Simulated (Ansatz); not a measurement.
# bcc W (1 1 1) on zinc-blende InAs (1 1 1) (film strained to the substrate, faces as cut)

A periodic stack without vacuum, bcc W (1 1 1) on zinc-blende InAs (1 1 1) (film strained to the substrate, faces as cut): substrate slab As4In4, film W10, surface cells [[-1, 1], [-1, 0]] and [[1, -1], [1, 0]], film strained by -2.9 and -2.9 %, faces As/In and W/W as cut (like faces can put a slab off its formula).

The start was prepared with a machine-learned potential, and the result is one local minimum, with the in-plane cell held and forces under 0.04 eV/Å; the film can end far from its bulk form.

All values below come from PBE (plane waves to 420 eV, PAW; Ansatz, an electronic-structure program). No spin–orbit coupling; the runs are not spin-polarised. Its k-point mesh 8×8×1, Fermi–Dirac width 0.05 eV.

- interface area = 16.6 Å²
- period = 23.43 Å
- gaps between the outermost planes at the two interfaces = 1.49 and 0.82 Å
- In–W contacts across the interfaces within 1.22 times the sum of covalent radii = 8, mean 3.09 Å
- As–W contacts across the interfaces within 1.22 times the sum of covalent radii = 7, mean 2.82 Å

```
CELL_PARAMETERS angstrom
      4.37232    -0.00254     0.12117
      2.18484     3.78461     0.18578
     -0.64134     1.76364    23.49146
ATOMIC_POSITIONS crystal
  As 0.46615 0.36815 0.01700
  As 0.17691 0.94188 0.15260
  As 0.56108 0.16759 0.30498
  As 0.94582 0.39820 0.45708
  In 0.82986 0.63649 0.11161
  In 0.21483 0.86005 0.26626
  In 0.59976 0.09001 0.41909
  In 0.98426 0.33481 0.57021
  W  0.34692 0.60781 0.65897
  W  0.67168 0.95790 0.63363
  W  0.70803 0.88537 0.74292
  W  0.02792 0.24546 0.70296
  W  0.06858 0.16402 0.82486
  W  0.38826 0.52477 0.78382
  W  0.42777 0.44530 0.90270
  W  0.74849 0.80409 0.86480
  W  0.78759 0.72535 0.98184
  W  0.10877 0.08307 0.94576
```
